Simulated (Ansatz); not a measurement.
Consider the following.

```
LiF
1.0
    2.88742     0.00000     0.00000
    0.00000     2.88742     0.00000
    1.44371    -1.44371     2.04171
Li F
1 1
Direct
  0.00000   0.00000   0.00000
  0.50000   0.50000   0.00000
```

The cell is taken as given; by r2SCAN it stands under a pressure of -4.6 GPa.

Transport runs along the normal of the first two printed cell vectors, the (001) plane of the conventional cell.

No gap correction and no spin-orbit coupling; mid-gap is the computed energy nearest the middle.

**Question.** Estimate the band gap and the smallest decay constant κ at mid-gap that r2SCAN (Ansatz, a first-principles code) returns for this system.

**Answer.** Gap 9.69 eV on a 14×14×14 mesh; κ = 0.757 1/Å, at (0.500, 0.000) of the in-plane reciprocal vectors. At the zone centre the slowest state has κ = 0.90 1/Å.
